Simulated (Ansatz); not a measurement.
What biaxial strain +1.06 %, plane normal [001], relaxed out of plane does to SiO2

Take SiO2 in the rutile structure (space group P4_2/mnm, No. 136; a = 4.1848 Å, c = 2.6684 Å) as the base. Axes: x, y, z lie along a, b, c of the conventional cell.

Modification: tensile biaxial strain of 1.06 % in the plane normal to [001], as in epitaxy on a mismatched substrate; the out-of-plane cell vector and the atoms relax.

Calculations: Ansatz (a program for electronic structure), r2SCAN, PAW, cutoff 500 eV, spin-orbit coupling left out, earlier PAW set. k-mesh 8×8×12 (Γ-centred); smearing 0.05 eV (Fermi–Dirac).

| quantity | base | changed | shift |
|---|---|---|---|
| volume per atom | 7.79 Å³ | 7.91 Å³ | +0.12 Å³ |
| space group | P4_2/mnm (No. 136) | P4_2/mnm (No. 136) | – |
| shortest interatomic distance | 1.760 Å | 1.758 Å | -0.002 Å |
| pressure (mean of the normal stresses, compression positive) | 0.00 GPa | -3.64 GPa | -3.64 GPa |
| band gap | 6.53 eV | 6.35 eV | -0.18 eV |
| gap character | direct at Γ | direct at Γ | – |
| width of the top valence band | 2.71 eV | 2.66 eV | -0.05 eV |
| electron mass | 0.38 mₑ along c, 0.48 mₑ across (at Γ) | 0.38 mₑ out of plane, 0.47 mₑ in plane (at Γ) | – |
| hole mass | 1.7 mₑ along c, 1.1 mₑ across (at Γ) | 2.0 mₑ out of plane, 1.1 mₑ in plane (at Γ) | – |
| valence-band top at Γ (three highest levels, from the VBM) | 0.00, -0.88, -0.88 eV | 0.00, -0.87, -0.87 eV | – |
| out-of-plane strain | – | -0.52 % | – |
| ratio −ε⊥/ε∥ | – | 0.49 | – |

Cost of the whole job for the changed cell (relaxation, final SCF and bands): about 2.5 core-minutes (a rough figure).

Masses are band curvatures over ±0.01 Å⁻¹ around the edge. No phonon test of stability was made.
